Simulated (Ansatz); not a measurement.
# Fermi-surface data of Pd$_{3}$In (Pm-3m)

Input:

```xyz
4
Lattice="3.9701 0.0000 0.0000 0.0000 3.9701 0.0000 0.0000 0.0000 3.9701" Properties=species:S:1:pos:R:3 pbc="T T T"
In     0.0000     0.0000     0.0000
Pd     1.9850     1.9850     0.0000
Pd     0.0000     1.9850     1.9850
Pd     1.9850     0.0000     1.9850
```

All values below come from PBEsol with spin-orbit coupling, rigid bands (plane waves, PAW; Ansatz, an electronic-structure program). Condition of this run: spin-orbit coupling switched on. Cell: cell and atoms relaxed with PBEsol.

* **density of states at the Fermi level**: 3.25 states/(eV·cell), both spins
* **bare Sommerfeld coefficient**: 1.92 mJ/(mol of atoms·K²)
* **Drude plasma energy**: 5.0 eV
* **root-mean-square Fermi velocity**: 4.3e5 m/s
* **resistivity times τ**: 19.4 ×10⁻²² Ω·m·s

A metal at this level (no band gap); rigid bands, thermally averaged at 300 K, both spins. τ is one relaxation time for all states.

Computed structure with no diffraction record at hand here (it may be known, metastable or hypothetical): Pd3In (Pm-3m).
